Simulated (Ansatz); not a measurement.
## Hypothetical CsCl type TaAs: response to strain

Consider TaAs in the CsCl type structure (space group Pm-3m, No. 221; a = 3.2150 Å; a hypothetical phase, not in the database extracts checked; relaxed with 0.1 eV smearing). Axes: x, y, z lie along the cube axes.

Strains are applied to the cell and any free atomic positions relax; under biaxial strain the out-of-plane vector relaxes too.

Calculations: PBE in Ansatz (plane waves to 420 eV, PAW, without spin-orbit coupling).

Notes on the quantities. pressure: mean of the normal stresses, compression positive; energy relative to the base: free energy F.

```csv
case,volume per atom,space group,pressure,energy relative to the base
base,16.62 Å³,Pm-3m (No. 221),0.0 GPa,0 meV/atom
"biaxial strain −3.90 %, plane normal [110], relaxed out of plane",[?],Cmmm (No. 65),12.3 GPa,+69 meV/atom
"biaxial strain −0.66 %, plane normal [110], relaxed out of plane",16.46 Å³,Cmmm (No. 65),1.7 GPa,+1.8 meV/atom
"biaxial strain +2.40 %, plane normal [110], relaxed out of plane",17.17 Å³,Cmmm (No. 65),-5.2 GPa,+21 meV/atom
"biaxial strain −2.18 %, plane normal [111], relaxed out of plane",16.14 Å³,R-3m (No. 166),5.9 GPa,[?]
"biaxial strain −1.99 %, plane normal [111], relaxed out of plane",[?],R-3m (No. 166),5.3 GPa,+16 meV/atom
isotropic strain −0.92 %,16.16 Å³,Pm-3m (No. 221),5.3 GPa,+7.3 meV/atom
isotropic strain +2.66 %,17.98 Å³,Pm-3m (No. 221),-11.8 GPa,+54 meV/atom
tensor shear ε_xy = −2.51 %,16.60 Å³,Cmmm (No. 65),0.5 GPa,+15 meV/atom
tensor shear ε_xy = +1.12 %,16.61 Å³,Cmmm (No. 65),0.1 GPa,+3.0 meV/atom
```

Q: Complete the table.

A: 
- biaxial strain −3.90 %, plane normal [110], relaxed out of plane, volume per atom: 15.70 Å³
- biaxial strain −2.18 %, plane normal [111], relaxed out of plane, energy relative to the base: +19 meV/atom
- biaxial strain −1.99 %, plane normal [111], relaxed out of plane, volume per atom: 16.18 Å³

Stability against distortions was not tested. All final runs are without spin polarisation.

Ansatz is an electronic-structure program.
